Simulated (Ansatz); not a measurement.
Input:

```
SrO
1.0
    0.00000     2.64486     2.52006
    2.64486     0.00000     2.52006
    2.64486     2.64486     0.00000
Sr O
1 1
Direct
  0.00000   0.00000   0.00000
  0.50000   0.50000   0.50000
```

Calculation: r2SCAN, rigid bands (plane waves, PAW, scalar-relativistic; Ansatz, an electronic-structure program). Condition of this run: biaxial stress in (001) of -5.4 GPa (compression positive) (the target of the relaxation). Geometry: cell and atoms relaxed with PBEsol, then loaded as said.

Q: Predict the hole conductivity mass (n e² τ/σ) at 300 K, by direction if it differs.

A: 6.5 (x), 6.5 (y), 0.41 (z) mₑ.

Q: Predict the electron conductivity mass (n e² τ/σ) at 300 K, by direction if it differs.

A: 0.42 (x), 0.42 (y), 1.18 (z) mₑ.

Q: And the band gap?

A: 3.58 eV at this level; semilocal functionals usually fall short of the measured gap.

Rigid bands, one relaxation time for all states, no polarons. Spin-orbit coupling is left out; where it splits the top of the valence band it changes the hole mass and lowers the gap by about a third of the splitting. Geometry: cell and atoms relaxed with PBEsol.
